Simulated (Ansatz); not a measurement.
CsSnI3 under a change: pressure 3 GPa

The parent structure is CsSnI3 in the cubic perovskite structure (space group Pm-3m, No. 221; a = 6.224 Å).

It is then changed as follows: a hydrostatic pressure of 3 GPa.

All numbers come from Kohn–Sham DFT with the r2SCAN functional, run in Ansatz (an electronic-structure program) with PAW and 500 eV plane waves, no SOC. k-mesh 6×6×6 (Γ-centred); smearing 0.05 eV (Fermi–Dirac).

Volume per atom: 42.42 Å³ (base 48.23 Å³)
Enthalpy H = E + PV relative to the base's energy: +0.84 eV/atom
Band gap: zero (base 0.46 eV)

A case with no gap was solved on a k-mesh chosen for an insulator, which is coarse for it. Spin-orbit coupling, missing from the scalar runs, can matter with I. Load acts through the strain it causes; cell and atoms are relaxed under it. No phonon test of stability was made. The final runs are not spin-polarised. Many cubic perovskites are stable only at high temperature; tilts and polar distortions were not tested. A zero or small gap of CsSnI3 under pressure 3 GPa can be the functional's error rather than a property of the material.
